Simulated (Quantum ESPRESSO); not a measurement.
The steps of a band-structure calculation for CsPbCl3 (Amm2, 10 atoms in the cell) with Quantum ESPRESSO.

Level of theory: LDA (PW92), PseudoDojo standard norm-conserving (LDA) pseudopotentials (plane waves; Quantum ESPRESSO).

Step 1 (scf):

```fortran
&CONTROL
    calculation = 'scf',
    prefix = 'pwscf',
    outdir = './tmp',
    pseudo_dir = './',
    tprnfor = .true.,
    tstress = .true.,
/
&SYSTEM
    ibrav = 0,
    nat = 10,
    ntyp = 3,
    ecutwfc = 60,
    occupations = 'smearing',
    smearing = 'gauss',
    degauss = 0.0036749,
/
&ELECTRONS
    conv_thr = 1.0d-10,
/
ATOMIC_SPECIES
Cs   132.9055  Cs.upf
Pb   207.2000  Pb.upf
Cl    35.4500  Cl.upf
ATOMIC_POSITIONS {crystal}
Cs    0.5000000000    0.9949900000    0.9949900000
Cs    0.5000000000    0.4897900000    0.4897900000
Pb    0.0000000000    0.4934300000    0.9921500000
Pb    0.0000000000    0.9921500000    0.4934300000
Cl    0.0000000000    0.6845900000    0.3018900000
Cl    0.0000000000    0.3018900000    0.6845900000
Cl    0.5000000000    0.9896100000    0.4917100000
Cl    0.5000000000    0.4917100000    0.9896100000
Cl    0.0000000000    0.8046100000    0.8046100000
Cl    0.0000000000    0.1852300000    0.1852300000
K_POINTS {automatic}
2 1 1  0 0 0
CELL_PARAMETERS {angstrom}
   5.7635700000     0.0000000000     0.0000000000
   0.0000000000     5.5591300000     5.5671950000
   0.0000000000    -5.5591300000     5.5671950000
```

Step 2 (bands):

```fortran
&CONTROL
    calculation = 'bands',
    prefix = 'pwscf',
    outdir = './tmp',
    pseudo_dir = './',
    verbosity = 'high',
/
&SYSTEM
    ibrav = 0,
    nat = 10,
    ntyp = 3,
    ecutwfc = 60,
    occupations = 'smearing',
    smearing = 'gauss',
    degauss = 0.0036749,
    nbnd = 55,
/
&ELECTRONS
    conv_thr = 1.0d-10,
    startingwfc = 'random',
    diago_thr_init = 1.0d-6,
/
ATOMIC_SPECIES
Cs   132.9055  Cs.upf
Pb   207.2000  Pb.upf
Cl    35.4500  Cl.upf
ATOMIC_POSITIONS {crystal}
Cs    0.5000000000    0.9949900000    0.9949900000
Cs    0.5000000000    0.4897900000    0.4897900000
Pb    0.0000000000    0.4934300000    0.9921500000
Pb    0.0000000000    0.9921500000    0.4934300000
Cl    0.0000000000    0.6845900000    0.3018900000
Cl    0.0000000000    0.3018900000    0.6845900000
Cl    0.5000000000    0.9896100000    0.4917100000
Cl    0.5000000000    0.4917100000    0.9896100000
Cl    0.0000000000    0.8046100000    0.8046100000
Cl    0.0000000000    0.1852300000    0.1852300000
K_POINTS {crystal_b}
14
  0.00000000   0.00000000   0.00000000   6  ! G
  0.00000000   0.49927619  -0.49927619   4  ! X
  0.00000000   0.00000000  -0.50000000   5  ! S
 -0.50000000   0.00000000  -0.50000000   4  ! R
 -0.50000000   0.49927619  -0.49927619   6  ! A
 -0.50000000   0.00000000   0.00000000   5  ! Z
  0.00000000   0.00000000   0.00000000   6  ! G
  0.00000000  -0.50000000  -0.50000000   2  ! Y
  0.00000000  -0.49927619  -0.50072381   5  ! X1
 -0.50000000  -0.49927619  -0.50072381   2  ! A1
 -0.50000000  -0.50000000  -0.50000000   5  ! T
  0.00000000  -0.50000000  -0.50000000   1  ! Y
 -0.50000000   0.00000000   0.00000000   6  ! Z
 -0.50000000  -0.50000000  -0.50000000   1  ! T
CELL_PARAMETERS {angstrom}
   5.7635700000     0.0000000000     0.0000000000
   0.0000000000     5.5591300000     5.5671950000
   0.0000000000    -5.5591300000     5.5671950000
```

Step 3 (bands.x):

```fortran
&BANDS
    prefix = 'pwscf',
    outdir = './tmp',
    filband = 'bands.dat',
    lsym = .false.,
/
```

Output of bands (abridged):

```
     Atomic positions and unit cell read from directory:
     ./tmp/pwscf.save/

     Message from routine setup:
     using ibrav=0 with symmetry is DISCOURAGED, use correct ibrav instead
     G-vector sticks info
     --------------------
     sticks:   dense  smooth     PW     G-vecs:    dense   smooth      PW
     Sum        3093    3093    859               151165   151165   22169

     bravais-lattice index     =            0
   [... lines left out ...]
     unit-cell volume          =    2407.4730 (a.u.)^3
   [... lines left out ...]
     Davidson diagonalization with overlap

     ethr =  1.00E-06,  avg # of iterations = 58.7

     End of band structure calculation

          k = 0.0000 0.0000 0.0000 ( 18939 PWs)   bands (ev):

   -17.3587 -17.3453 -13.2213 -13.2108 -13.1758 -13.1091 -13.0617 -13.0614
   -13.0601 -13.0598 -13.0595 -13.0568 -11.0790 -10.7114 -10.7097 -10.5574
   -10.3814 -10.3312  -4.7901  -4.1747  -4.1647  -4.1479  -4.1030  -4.1018
    -4.0923  -3.4743  -0.7045  -0.7038  -0.6587  -0.4563   0.4186   0.9784
     0.9811   1.0006   1.0022   1.0680   1.2999   1.3546   1.3553   1.3983
     1.4724   1.4736   1.5389   2.6085   5.9270   5.9403   6.9318   7.8548
     8.1069   8.5592   8.6306   8.6404   9.0109   9.0146   9.0212

          k = 0.0000 0.0863 0.0000 ( 18912 PWs)   bands (ev):

   -17.3586 -17.3453 -13.2184 -13.2090 -13.1770 -13.1132 -13.0617 -13.0614
   -13.0600 -13.0598 -13.0596 -13.0570 -11.0712 -10.7312 -10.7101 -10.5315
   -10.3935 -10.3337  -4.7584  -4.1716  -4.1627  -4.1462  -4.1041  -4.1008
    -4.0899  -3.5397  -0.6982  -0.6556  -0.5841  -0.4681   0.4415   0.8248
     0.9851   0.9879   0.9942   1.1604   1.2933   1.3418   1.3505   1.3903
     1.4073   1.4657   1.5925   2.5070   5.9367   6.1399   7.0100   7.9049
     8.1139   8.5785   8.5911   8.6803   8.8273   8.9344   9.0817

   [... 56 blocks of this kind left out ...]
```

Output of bands.x (abridged):

```
     Reading xml data from directory:

     ./tmp/pwscf.save/

     G-vector sticks info
     --------------------
     sticks:   dense  smooth     PW     G-vecs:    dense   smooth      PW
     Sum        3093    3093    859               151165   151165   22169

     Reading collected, re-writing distributed wavefunctions
     high-symmetry point:  0.0000 0.0000 0.0000   x coordinate   0.0000
     high-symmetry point:  0.0000 0.5176 0.0000   x coordinate   0.5176
     high-symmetry point:  0.0000 0.2592-0.2588   x coordinate   0.8834
     high-symmetry point: -0.5000 0.2592-0.2588   x coordinate   1.3834
     high-symmetry point: -0.5000 0.5176 0.0000   x coordinate   1.7492
     high-symmetry point: -0.5000 0.0000 0.0000   x coordinate   2.2668
   [... 3 lines left out ...]
     high-symmetry point: -0.5000 0.0008-0.5176   x coordinate   3.2852
     high-symmetry point: -0.5000 0.0000-0.5176   x coordinate   3.2859
     high-symmetry point:  0.0000 0.0000-0.5176   x coordinate   3.2859
     high-symmetry point: -0.5000 0.0000 0.0000   x coordinate   3.2859
     high-symmetry point: -0.5000 0.0000-0.5176   x coordinate   3.2859

     Plottable bands (eV) written to file bands.dat.gnu
     Bands written to file bands.dat

   JOB DONE.
```

The starting cell comes from a database of computed structures (which also holds hypothetical and non-ambient phases and stackings), without a prior relaxation at this level. Spin-orbit coupling is off. A gap from so coarse a mesh is left out.
